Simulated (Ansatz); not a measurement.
A self-consistent single point of TlGeCl3 (Cm, 5 atoms in the cell) with Ansatz (a first-principles code)

Method of the run: LDA (PW92), default PAW files made with PBE (plane waves; Ansatz).

Input as run:

Ansatz 0.2 input:
```yaml
# TlGeCl3
crystal:
  lattice:
    - [3.77601500, -3.72118600, 0.00000000]
    - [3.77601500, 3.72118600, 0.00000000]
    - [-0.10039900, 0.00000000, 5.29436800]
  atoms:
    - { symbol: Tl, position: [0.98909000, 0.98909000, 0.99098000] }
    - { symbol: Ge, position: [0.48050000, 0.48050000, 0.53254000] }
    - { symbol: Cl, position: [0.02002000, 0.49696000, 0.52311000] }
    - { symbol: Cl, position: [0.49696000, 0.02002000, 0.52311000] }
    - { symbol: Cl, position: [0.50313000, 0.50313000, 0.99439000] }
basis:
  ecutwfc: 420.0
kpoints:
  mp_grid: { grid: [5, 5, 5] }
hamiltonian:
  xc: lda
  pseudopotentials: { kind: paw }
scf:
  occupations: { method: fixed }
output:
  forces: true
  eigenvalues: true
  stress: true
```

Log, with long lists cut:

```
WARN ansatz: RAYON_NUM_THREADS=1 ignored (pool sized by the plan → 1); use --threads N
Pseudopotentials: kind: paw
Pseudopotential: Tl, paw, valence charge 13
Pseudopotential: Ge, paw, valence charge 14
Pseudopotential: Cl, paw, valence charge 7
Crystal: 5 atoms, lattice volume = 148.785 Å³
Basis set: ecut = 420 eV, 2921 PW (Γ)
Bands: 29, of which v1, the nominal top of the filled ones, is band 24 counted from 1 (23 counted from 0)
Symmetry: 2 space group operations
Space group: Cm (ITA 8), of the structure as read, at distance tolerance 5.3e-5 Å
k-points: 39 of 125 (time reversal used)
PAW frozen core: Tl, regenerated for the run's functional, and the local potential with it
PAW frozen core: Ge, regenerated for the run's functional, and the local potential with it
PAW frozen core: Cl, regenerated for the run's functional, and the local potential with it
Initial density: superposition of atomic densities (neutral atoms: chi_scale 0, normalization atom), corrected by the library's trained network
Initial wavefunctions: pseudopotential atomic-orbital guess
Eigensolver: davidson
Functional: x = slater, c = lda
SCF iter   1: F=—  HF=-18498.372308 eV  |F-HF|=—  |Δ(HF+E_count)|=         —  Δρ=5.57e-3  dr2=5.38e-2  ethr=1.77e-3  ⟨swp⟩=4.8  Hψ=4159  notcnv=0  defer=64
all-band conjugate gradients solve this SCF's bands
preconditioner: auto → Resta (q_TF=auto, 2.259 Å⁻¹)
SCF iter   2: F=—  HF=-18498.353949 eV  |F-HF|=—  |Δ(HF+E_count)|=   1.84e-2  Δρ=2.71e-3  dr2=9.36e-3  ethr=1.12e-4  ⟨swp⟩=2.8  Hψ=2177  notcnv=0  defer=116
SCF iter   3: F=—  HF=-18498.351226 eV  |F-HF|=—  |Δ(HF+E_count)|=   2.72e-3  Δρ=6.11e-4  dr2=4.95e-4  ethr=1.95e-5  ⟨swp⟩=2.9  Hψ=2020  notcnv=0  defer=117
SCF iter   4: F=—  HF=-18498.351188 eV  |F-HF|=—  |Δ(HF+E_count)|=   3.80e-5  Δρ=1.87e-4  dr2=4.95e-5  ethr=1.03e-6  ⟨swp⟩=2.0  Hψ=1986  notcnv=0  defer=99
SCF iter   5: F=—  HF=-18498.351154 eV  |F-HF|=—  |Δ(HF+E_count)|=   3.48e-5  Δρ=7.09e-5  dr2=9.82e-6  ethr=1.03e-7  ⟨swp⟩=2.0  Hψ=1998  notcnv=0  defer=42
SCF iter   6: F=—  HF=-18498.351156 eV  |F-HF|=—  |Δ(HF+E_count)|=   2.10e-6  Δρ=1.46e-5  dr2=5.96e-7  ethr=2.05e-8  ⟨swp⟩=2.4  Hψ=1812  notcnv=0  defer=42
SCF iter   7: F=-18498.351156 eV  HF=-18498.351156 eV  |F-HF|=5.94e-9  |Δ(HF+E_count)|=   3.14e-8  Δρ=3.30e-6  dr2=3.65e-8  ethr=2.08e-10  ⟨swp⟩=11.5  Hψ=5884  notcnv=0
SCF 1 converged in 7 iterations: F = -18498.351156 eV  dr2 = 3.65e-8
SCF converged after 7 iterations
Free energy (F): -18498.351156 eV
Harris-Foulkes:  -18498.351156 eV  (|F-HF|=5.94e-9)
Internal energy: -18498.351156 eV  (E = F + TS)
E sigma→0 (E₀):  -18498.351156 eV
Fermi energy:    3.600835 eV
--- Per-component energies (eV) ---
  E_band       = -343.859464
  E_kinetic    = 918.882901
  E_local      = -4778.556322  (includes V_loc(G=0)·N_el)
  E_nonlocal   = 828.508477
  E_hartree    = 1912.442309
  E_xc         = -618.495673
  E_vxc        = -567.654085  (∫ρ·V_xc dr)
  E_paw        = -13675.738468  (= ΣΔE_a)
  E_vpaw       = -569.924989  (= ΣTr[D̂ρ^β])
  E_aug_tail   = 0.000613  (compensation charges beyond the density's cutoff)
  E_ewald      = -3087.733233
  E_core_change = 2.338241  (= ΣΔE_core)
  E_smearing   = -0.000000  (= −TS)
  E_closure    = -0.000000  (closes the sum)
  Σ components = -18498.351156   (vs F -18498.351156, Δ=0.00e0)
--- Forces (eV/Å), atoms counted from 1 ---
  atom   1  Tl    -0.05756474     0.00000000    -0.11256735
  atom   2  Ge    -0.06039101     0.00000000     0.07723175
  atom   3  Cl     0.05493268    -0.03794284     0.05563524
  atom   4  Cl     0.05493268     0.03794284     0.05563524
  atom   5  Cl     0.00808618     0.00000000    -0.07592347
  max |Σ_I F_I| component: 1.14e-5 eV/Å
--- Stress (GPa, compression-positive) ---
       -2.914042      -0.000000      -0.016372
       -0.000000      -2.959475       0.000000
       -0.016372       0.000000      -2.895517
  P = ⅓ Tr σ = -2.9230 GPa (-29.230 kbar)
  The stress holds the Pulay correction. Without it, at fixed plane waves, as pw.x and ABINIT print it: P = -2.9344 GPa
--- Band table (eV; the first three rows and the last of 39) ---
  k-point 0: bands = ["-20.8304", "-20.8294", "-20.8073", "-20.8070", "-20.7960", "-11.6258", "-10.7191", "-10.6980", "-7.3309", "-7.3302", "-7.3297", "-7.3260", "-7.3258", "-2.8915", "-1.4572", "-1.3327", "-1.2435", "-0.7931", "1.1828", "1.1899", [...]
  k-point 1: bands = ["-20.8304", "-20.8288", "-20.8072", "-20.8070", "-20.7960", "-11.5671", "-10.7607", "-10.7168", "-7.3325", "-7.3315", "-7.3288", "-7.3282", "-7.3256", "-3.2747", "-1.5564", "-1.2712", "-1.2369", "-0.0435", "1.0862", "1.1429", [...]
  k-point 2: bands = ["-20.8304", "-20.8279", "-20.8071", "-20.8070", "-20.7960", "-11.4437", "-10.8911", "-10.7130", "-7.3360", "-7.3344", "-7.3319", "-7.3272", "-7.3235", "-3.6747", "-1.7386", "-1.1596", "-1.1293", "0.8043", "0.8977", "1.1476", [...]
  k-point 38: bands = ["-20.8281", "-20.8271", "-20.8070", "-20.8069", "-20.7961", "-11.1381", "-10.9387", "-10.9076", "-7.3258", "-7.3244", "-7.3237", "-7.3219", "-7.3206", "-5.1030", "-1.5110", "-0.0855", "-0.0145", "0.2796", "0.4994", "0.5649", [...]
```

The run converged in 7 iterations.

The starting cell comes from a database of computed structures (which also holds hypothetical and non-ambient phases and stackings), without a prior relaxation at this level. Its lattice was rescaled by up to half a per cent. Spin-orbit coupling is off. Ansatz's pressure includes its estimate of the finite-basis (Pulay) stress.
